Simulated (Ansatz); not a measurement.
## A short convergence ladder for Cu2HgGeSe4 (I-42m, 8 atoms in the cell)

```
CELL_PARAMETERS angstrom
     -2.92178     2.92178     5.58626
      2.92178    -2.92178     5.58626
      2.92178     2.92178    -5.58626
ATOMIC_POSITIONS crystal
  Cu 0.75000 0.25000 0.50000
  Cu 0.25000 0.75000 0.50000
  Ge 0.50000 0.50000 0.00000
  Hg 0.00000 0.00000 0.00000
  Se 0.40778 0.40778 0.54058
  Se 0.59222 0.13280 0.00000
  Se 0.86720 0.86720 0.45942
  Se 0.13280 0.59222 0.00000
```

Base method: LDA (PW92), default PAW files made with PBE (plane waves; Ansatz, an electronic-structure program).

Base settings: basis.ecutwfc = 420 eV; kpoints.mp_grid.grid = 4 4 4; hamiltonian.xc = lda; hamiltonian.pseudopotentials = {kind: paw} (the program's default PAW files); scf.occupations.method = gaussian; scf.occupations.width = 0.1 eV.

Core times come from one kind of shared machine, to one figure; runs under 30 s give none.

**Zone-centre phonons against the cutoff**

In this ladder: phonons.method = dfpt.

The mesh stays at the base's, so the ladder's end is converged at best in this setting alone.

Frequencies are those of the unrelaxed cell, without the LO-TO term of polar crystals.

Only quantities that move along the ladder and can be compared are tabulated.

```csv
basis.ecutwfc,highest zone-centre frequency (cm⁻¹),lowest optical frequency (cm⁻¹),core time / last (rough)
210 eV,200.7,46.1,0.2
250 eV,256.2,46.9,0.2
355 eV,241.2,43.9,0.6
420 eV,241.3,43.8,1
```

Coarsest basis.ecutwfc that holds the highest zone-centre frequency within 1 cm⁻¹ of the last step, with all finer ones: 355 eV; the step before is off by 15 cm⁻¹.

Coarsest basis.ecutwfc that holds the lowest optical frequency within 2 cm⁻¹ of the last step, with all finer ones: 355 eV; the step before is off by 3.0 cm⁻¹.

On the base run: the starting cell comes from a database of computed structures (which also holds hypothetical and non-ambient phases and stackings), without a prior relaxation at this level. Its lattice was rescaled by up to half a per cent. Spin polarisation is off. In the base run, with a pressure of about -5 GPa the cell is away from its equilibrium volume at this level. The run gives no clean gap (levels at the Fermi energy touch, overlap or are partly filled at this smearing), which alone does not show that the compound is a metal.

Keys are those of Ansatz 0.2.
